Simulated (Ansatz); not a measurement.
Consider ZnO in the wurtzite structure (space group P6_3mc, No. 186; a = 3.187 Å, c = 5.153 Å). Axes: x lies along a and z along c of the hexagonal cell.

Calculations: LDA/PAW in Ansatz (a program for electronic structure), spin-orbit coupling left out.

Perturbation: uniaxial strain ε_xx = +3.00 %, all other strain components held at zero, atoms relaxed at fixed cell.

### Question
Predict the stress tensor and what it implies for the stiffness.

### Answer
Stress of the strained cell less that of the base (GPa, compression positive):
```
  -6.44    0.00    0.00
   0.00   -3.81    0.00
   0.00    0.00   -3.39
```

Then −Δσ_ii/ε with ε = 0.0300 gives secant stiffness values (nonlinear terms included at this strain): C11 ≈ 215 GPa, C12 ≈ 127 GPa and C13 ≈ 113 GPa.

As a check, the harmonic strain energy −½ V₀ Δσ:ε is 6.8 meV/atom; the computed energy rise is 6.9 meV/atom.

Whether these cells are dynamically stable was not tested.
